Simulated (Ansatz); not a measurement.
Structures of equal composition on the (111) surface of fcc Cu: a layer of Fe in place of the second plane; a layer of Fe in place of the third plane. The slabs share one bottom face, and each structure is named by its start. These are constructed structures in small cells; real faces may alloy, dewet or reconstruct in larger ones, and not all known structures of the face are among them. Slabs of about 11 Å, Fermi-Dirac smearing of 0.1 eV. Bottom of the slabs: a bare face, its two planes held. Relaxed from the named starts with such symmetry as they have, on meshes of like density; energies extrapolated to zero smearing; spin only where a row says so; no spin-orbit coupling, no U. Brackets mark spin-polarised runs, whose order is one that fits the cell.

The numbers are results of PBE (plane waves to 420 eV, PAW; Ansatz, a program for electronic structure), not measurements.

Rank these by energy per 1x1 cell (lowest first), as PBE gives it.

a layer of Fe in place of the third plane (0.000 eV [spin, 2.5 μB a cell]), a layer of Fe in place of the second plane (0.047 eV [spin, 2.6 μB a cell])
